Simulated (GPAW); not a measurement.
A self-consistent single point of InSb (F-43m, 2 atoms in the cell) with GPAW

Computed with PBE, GPAW PAW datasets PBE (gpaw-data 1.0.1) (plane waves; GPAW).

Input as run:

```python
from ase import Atoms
from ase.units import GPa
from gpaw import GPAW, PW, FermiDirac

atoms = Atoms(['In', 'Sb'],
              cell=[[0.000000, 3.346791, 3.346791],
                    [3.346791, 0.000000, 3.346791],
                    [3.346791, 3.346791, 0.000000]],
              scaled_positions=[[0.000000, 0.000000, 0.000000],
                                [0.250000, 0.250000, 0.250000]],
              pbc=True)

calc = GPAW(mode=PW(600),
            xc='PBE',
            kpts=(9, 9, 9),
            occupations=FermiDirac(0.1),
            nbands=-6,
            convergence={'density': 1e-05, 'energy': 1e-05},
            symmetry={'symmorphic': False, 'tolerance': 0.0005},
            maxiter=120)

atoms.calc = calc

energy = atoms.get_potential_energy()
print('Energy (eV):', round(energy, 6))
forces = atoms.get_forces()
print('Forces (eV/Ang):')
print(forces.round(5))
stress = atoms.get_stress()
print('Stress (GPa, Voigt):', (stress / GPa).round(4))
```

The program printed (abridged):

```
Input parameters:
  convergence: {density: 1e-05,
                energy: 1e-05}
  kpts: [9 9 9]
  maxiter: 120
  mode: {ecut: 600.0,
         name: pw}
  nbands: -6
  occupations: {fixmagmom: False,
                name: fermi-dirac,
                width: 0.1}
  symmetry: {symmorphic: False,
             tolerance: 0.0005}
  xc: PBE

species:
  In:
    name: Indium
    Z: 49.0
    valence: 13
    core: 36
    charge: 0.0
    file: In.PBE.gz

    # Using partial waves for In as LCAO basis

  Sb:
    name: Antimony
    Z: 51.0
    valence: 15
    core: 36
    charge: 0.0
    file: Sb.PBE.gz

    # Using partial waves for Sb as LCAO basis

Reference energy: -336256.977908  # eV

Spin-paired calculation

Convergence criteria:
 Maximum [total energy] change in last 3 cyles: 1e-05 eV / valence electron
 Maximum integral of absolute [dens]ity change: 1e-05 electrons / valence electron
 Maximum integral of absolute [eigenst]ate change: 4e-08 eV^2 / valence electron
 Maximum number of scf [iter]ations: 120

Symmetries present (total): 24
Symmetries with fractional translations: 0
729 k-points: 9 x 9 x 9 Monkhorst-Pack grid
35 k-points in the irreducible part of the Brillouin zone
       k-points in crystal coordinates                weights
   0:     0.00000000    0.00000000    0.00000000          1/729
   1:     0.11111111    0.11111111    0.00000000          6/729
   2:     0.11111111    0.11111111    0.11111111          8/729
   [... 7 lines left out ...]
          ...
  34:     0.44444444    0.44444444    0.44444444          8/729

Wave functions: Plane wave expansion
  Cutoff energy: 600.000 eV
  Number of coefficients (min, max): 2445, 2541
  Pulay-stress correction: 0.000000 eV/Ang^3 (de/decut=0.000000)

Occupation numbers: Fermi-Dirac:
  width: 0.1000  # eV

Eigensolver

Densities:
  Coarse grid: 27*27*27 grid
  Fine grid: 54*54*54 grid
  Total Charge: 0.000000

Density mixing:
  Method: separate
  Backend: pulay
  Linear mixing parameter: 0.05
  old densities: 5
  Damping of long wavelength oscillations: 50

Hamiltonian:
  XC and Coulomb potentials evaluated on a 54*54*54 grid
  External potential:
    NoExternalPotential

XC parameters: PBE with 2 nearest neighbor stencil

Number of atoms: 2
Number of atomic orbitals: 18
Number of bands in calculation: 20
Number of valence electrons: 28
Bands to converge: occupied

Density initialized from atomic densities
  18 bands from LCAO basis set
  2 bands from random numbers

Atomic positions and initial magnetic moments

Positions:
   0 In     0.000000    0.000000    0.000000    ( 0.0000,  0.0000,  0.0000)
   1 Sb     1.673396    1.673396    1.673396    ( 0.0000,  0.0000,  0.0000)

Unit cell:
           periodic     x           y           z      points  spacing
  1. axis:    yes    0.000000    3.346791    3.346791    27     0.1431
  2. axis:    yes    3.346791    0.000000    3.346791    27     0.1431
  3. axis:    yes    3.346791    3.346791    0.000000    27     0.1431

  Lengths:   4.733077   4.733077   4.733077
  Angles:   60.000000  60.000000  60.000000

Effective grid spacing dv^(1/3) = 0.1562

     iter     time        total  log10-change:
                         energy   eigst   dens
iter:   1 --:--:--    -7.491696
iter:   2 --:--:--    -7.510871   -0.66  -1.46
iter:   3 --:--:--    -7.465383   -1.45  -1.47
iter:   4 --:--:--    -7.480636   -2.51  -1.86
iter:   5 --:--:--    -7.459615   -2.44  -1.97
iter:   6 --:--:--    -7.458129   -3.96  -2.87
iter:   7 --:--:--    -7.459022   -4.50  -2.93
iter:   8 --:--:--    -7.457570   -3.84  -2.82
iter:   9 --:--:--    -7.457548   -5.31  -3.75
iter:  10 --:--:--    -7.457568c  -5.91  -3.74
iter:  11 --:--:--    -7.457543c  -6.15  -3.54
iter:  12 --:--:--    -7.457557c  -7.01  -3.80
iter:  13 --:--:--    -7.457581c  -6.95  -3.75
iter:  14 --:--:--    -7.457466c  -4.93  -3.73
iter:  15 --:--:--    -7.457464c  -6.60  -4.20
iter:  16 --:--:--    -7.457459c  -6.78  -4.23
iter:  17 --:--:--    -7.457460c  -7.28  -4.40
iter:  18 --:--:--    -7.457460c  -8.12c -4.43
iter:  19 --:--:--    -7.457459c  -8.02c -4.46
iter:  20 --:--:--    -7.457459c  -9.25c -4.58
iter:  21 --:--:--    -7.457459c  -9.38c -4.68
iter:  22 --:--:--    -7.457459c  -7.88c -4.82
iter:  23 --:--:--    -7.457459c  -9.36c -5.04c

Converged after 23 iterations.

Dipole moment: (-4.055629, -4.055629, -4.055629) |e|*Ang

Energy contributions relative to reference atoms: (reference = -336256.977908)

Kinetic:         +8.324761
Potential:       -8.829531
External:        +0.000000
XC:              -7.300698
Entropy (-ST):   -0.003089
Local:           +0.349553
SIC:             +0.000000
--------------------------
Free energy:     -7.459003
Extrapolated:    -7.457459

Showing only first 2 kpts
 Kpt  Band  Eigenvalues  Occupancy
  0    12      3.78319    1.65286
  0    13      3.78319    1.65286
  0    14      3.78319    1.65285
  0    15      6.74717    0.00000

  1    12      3.39672    1.99123
  1    13      3.39672    1.99123
  1    14      4.88014    0.00016
  1    15      6.35909    0.00000

Fermi level: 3.93924

No gap
No difference between direct/indirect transitions
Energy (eV): -7.457459

Forces in eV/Ang:
  0 In    0.00000    0.00000    0.00000
  1 Sb    0.00000    0.00000   -0.00000

Stress tensor:
     0.007429     0.000000    -0.000000
     0.000000     0.007429    -0.000000
    -0.000000    -0.000000     0.007429
Stress (GPa, Voigt): [ 1.1903  1.1903  1.1903 -0.     -0.      0.    ]
```

The run converged in 23 iterations. GPAW prints stress with tension positive.

The starting cell comes from a database of computed structures (which also holds hypothetical and non-ambient phases and stackings), without a prior relaxation at this level. Its lattice was rescaled by a random factor within 2.5 % of one. Spin-orbit coupling is off. The run gives no clean gap (levels at the Fermi energy touch, overlap or are partly filled at this smearing), which alone does not show that the compound is a metal.

Cost on one core of a shared machine: roughly 40 s.
